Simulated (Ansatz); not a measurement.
Ge under a change: pressure 22.5 GPa

Take Ge in the diamond structure (space group Fd-3m, No. 227; a = 5.6222 Å) as the base.

Perturbation: a hydrostatic pressure of 22.5 GPa.

Computed with LDA (Ansatz, an electronic-structure program, PAW, no spin-orbit coupling). Settings: 14×14×14 k-points, 0.05 eV Fermi–Dirac smearing.

The volume per atom falls by 3.966 Å³ to 18.25 Å³ and the density rises by 1.18 g/cm³, from 5.43 g/cm³ to 6.61 g/cm³. The enthalpy H = E + PV relative to the base's energy comes out as +2.79 eV/atom and the band gap becomes 0.12 eV (base: zero). The gap character changes from absent to indirect, Γ → Γ–X (81 % along) and the electron mass is 0.93 mₑ along k, 0.17 mₑ across (off the special points). The valley order (the lowest conduction-band minima on the path, energy above the VBM, named in the base's zone) is a point along ⟨100⟩, about 0.9 Å⁻¹ from Γ 0.12 eV; L along ⟨111⟩ 0.79 eV.

Load acts through the strain it causes; cell and atoms are relaxed under it. Masses are band curvatures over ±0.01 Å⁻¹ around the edge. Along k means along the line from Γ to the band edge. Stability against distortions was not tested. Measured, Ge leaves this structure (for the β-tin structure) near 10.6 GPa (room temperature; as listed in arXiv:1906.07825). The zero or small gap of Ge can change with the level of theory.
